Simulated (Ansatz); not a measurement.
System: O vacancy in crystalline InGaZnO4 (ordered Ga and Zn layers) (charge state +2). The step: one O atom jumps into the vacancy from a nearby O site; the atom moves 2.39 Å along (-0.58, -0.29, 0.06) of the unit cell; from a vacant O site with 3 nearest neighbours to a vacant O site with 1 nearest neighbours; the moving atom starts with neighbours Ga at 1.87; In at 2.22, 2 In at 2.35 Å and ends with Ga at 1.88, 2 Ga at 2.00 Å. DFT values are from Ansatz (plane-wave PAW, 420 eV unless said) in a cell of 189 host sites, spin-restricted, static, with no finite-size correction. The charge state is imposed; whether it is stable for some Fermi level was not computed. Forms of the defect that were not tried may lie lower. The start lies 1.13 eV above the lowest site run (PBE). For the PBE band: the saddle point's order was not checked.

```json
[
 {"Level": "CHGNet universal potential (has no charge state), its own band", "Forward barrier (eV)": "0.61", "Cost of the band or of the saddle's single point": "-"},
 {"Level": "PBE, one k-point at (0.167, 0.250, 0.250), band relaxed", "Forward barrier (eV)": "0.50", "Cost of the band or of the saddle's single point": "around 6 core-hours (rough)"},
 {"Level": "PBE, a 2×2×2 k-point mesh shifted by half a step along c, same geometries", "Forward barrier (eV)": "0.50", "Cost of the band or of the saddle's single point": "about 70 core-minutes (a rough figure)"},
 {"Level": "r2SCAN at 500 eV, one k-point at (0.167, 0.250, 0.250), same geometries", "Forward barrier (eV)": "0.54", "Cost of the band or of the saddle's single point": "about 27 core-minutes (a rough figure)"}
]
```

Ansatz is a first-principles code.
